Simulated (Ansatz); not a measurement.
**How far to go with the k-point mesh: MnO2 (Cmm2, 6 atoms in the cell)**

```yaml
crystal:
  lattice:
    - [4.37800, 0.00000, 0.00000]
    - [0.00000, 4.37800, 0.00000]
    - [0.00000, 0.00000, 2.85565]
  atoms:
    - { symbol: Mn, position: [0.00000, 0.00000, 0.01751], spin: 3.0 }
    - { symbol: Mn, position: [0.50000, 0.50000, 0.50000], spin: -3.0 }
    - { symbol: O, position: [0.30500, 0.30500, 0.00000] }
    - { symbol: O, position: [0.80500, 0.19500, 0.50000] }
    - { symbol: O, position: [0.19500, 0.80500, 0.50000] }
    - { symbol: O, position: [0.69500, 0.69500, 0.00000] }
```
(The spins are starting values, not results.)

Computed with LDA (PW92), default PAW files made with PBE (plane waves; Ansatz, an electronic-structure program).

Base settings: basis.ecutwfc = 420 eV; kpoints.mp_grid.grid = 5 5 8; hamiltonian.xc = lda; hamiltonian.pseudopotentials = {kind: paw} (the program's default PAW files); magnetization.spin_polarized = true; scf.occupations.method = fermi_dirac; scf.occupations.width = 0.01 eV.

The second cell is the first with its lattice scaled by 0.98.

Only quantities that move along the ladder and can be compared are tabulated.

The count of work is k-points × plane waves × bands × iterations; it is no time. 

The starting cell has typed, rounded lattice constants, without a prior relaxation at this level. Its lattice was rescaled by up to half a per cent. One atom was moved a little off its site on purpose. The magnetic order is the one reached from the typed start; others were not searched systematically. In the base run, with a pressure of about -12 GPa the cell is away from its equilibrium volume at this level. Ansatz's pressure includes its estimate of the finite-basis (Pulay) stress.

| kpoints.mp_grid.grid | free energy less the last step's (meV/atom) | energy of the compressed cell less the first (meV/atom) | pressure (GPa) | largest difference of a force vector from the last step's (eV/Å) | count of work / last |
|---|---|---|---|---|---|
| 2 2 2 | 2.38 | -19.42 | -13.32 | 0.165 | 0.013 |
| 2 2 3 | 4.25 | -16.61 | -12.01 | 0.016 | 0.015 |
| 3 3 4 | -0.33 | -15.59 | -11.98 | 0.019 | 0.032 |
| 4 4 6 | -0.13 | -13.38 | -11.63 | 0.024 | 0.075 |
| 5 5 8 | -0.78 | -13.00 | -11.62 | 0.014 | 0.11 |
| 6 6 9 | -0.09 | -12.82 | -11.56 | 0.012 | 0.15 |
| 7 7 11 | 0.29 | -13.59 | -11.67 | 0.004 | 0.22 |
| 9 9 13 | 0.07 | -13.63 | -11.68 | 0.002 | 0.38 |
| 11 11 16 | 0.03 | -13.50 | -11.69 | 0.002 | 0.75 |
| 12 12 18 | 0.00 | -13.41 | -11.68 | 0.000 | 1.0 |

Coarsest kpoints.mp_grid.grid that holds the energy of the compressed cell less the first within 2 meV/atom of the last step, with all finer ones: 4 4 6, at 0.075 of the last step's count of work; the step before is off by 2.2 meV/atom.

Coarsest kpoints.mp_grid.grid that holds the pressure within 0.1 GPa of the last step, with all finer ones: 7 7 11, at 0.22 of the last step's count of work; the step before is off by 0.11 GPa.

Coarsest kpoints.mp_grid.grid that holds the forces within 0.01 eV/Å of the last step, with all finer ones: 7 7 11, at 0.22 of the last step's count of work; the step before is off by 0.012 eV/Å.

Keys are those of Ansatz 0.2.
